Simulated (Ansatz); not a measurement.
The starting structures come from a database of crystals and need not be the phases stable at ambient conditions.

 Where the default PAW files enter, the runs use the earlier of Ansatz's two default sets.

Inside the gap of an insulator the Bloch states are evanescent, with a wavenumber k + iκ along the transport direction.

Consider the following.

```
CdTe
1.0
    4.58224     0.00000     0.00000
    2.24648     3.99377     0.00000
    0.00000     0.00000     7.63690
Cd Te
2 2
Direct
  0.15153   0.15153   0.00017
  0.84847   0.84847   0.50017
  0.81781   0.81781   0.12483
  0.18219   0.18219   0.62483
```

Space group of this cell: Cmc2_1. The cell is strained (lengths across the current scaled by 0.98, ions clamped).

Transport runs along the normal of the first two printed cell vectors.

The gap is the functional's own, uncorrected, and κ follows it; spin-orbit coupling is left out. Mid-gap values are interpolated between the computed energies.

Problem. Predict the band gap and the smallest decay constant κ at mid-gap from r2SCAN (Ansatz, a program for electronic structure).

Solution. Gap 1.21 eV on a 8×8×4 mesh; κ = 0.083 1/Å, at the zone centre.
